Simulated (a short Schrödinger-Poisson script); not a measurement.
Solved with a short Schrödinger-Poisson script written for these runs: 1D Poisson equation in equilibrium, electrons quantum, Hartree plus LDA exchange-correlation (BenDaniel-Duke, 40 states a valley, the channel's in-plane mass for all, wave functions free to enter the barrier), parabolic valleys, classical holes, full ionisation, no traps, pinning or gate leakage.

Stack: gated Al0.4Ga0.6As/GaAs modulation-doped gas, at 300 K.

From the gate side: 30 nm Al0.4Ga0.6As; 10 nm Al0.4Ga0.6As, donors 8.5e17 cm⁻³; 20 nm Al0.4Ga0.6As; 6000 nm GaAs, acceptors 1e14 cm⁻³.

The device is made up for the run: typed textbook-type constants, with dimensions and the other settings drawn at random. Al0.4Ga0.6As: permittivity 11.76, conduction-band edge (eV) 0.316, gap (eV) 1.923, electron mass (mₑ) 0.1002, Nv at 300 K (cm⁻³) 9e18. GaAs: permittivity 12.9, conduction-band edge (eV) 0, gap (eV) 1.424, Nv at 300 K (cm⁻³) 9e18.

Channel valleys (confinement mass, in-plane density-of-states mass, number): Γ 0.067, 0.067, 1. At the gate the conduction-band edge of layer 1 lies 1.07 eV − eVg above the Fermi level of the channel; the field vanishes at the back. The barrier under the gate holds no holes. Gaps are held at their typed values at every temperature. Mesh 0.08 nm at interfaces.

Question: Give the lowest subband against the Fermi level at Vg = 0.5 V (meV); the sheet density of all electrons at Vg = 0.5 V (cm⁻²); the capacitance at Vg = 0.5 V (μF/cm²).

Answer: lowest subband against the Fermi level at Vg = 0.5 V (meV): 51.4; sheet density of all electrons at Vg = 0.5 V (cm⁻²): 2.07e11; capacitance at Vg = 0.5 V (μF/cm²): 0.137.
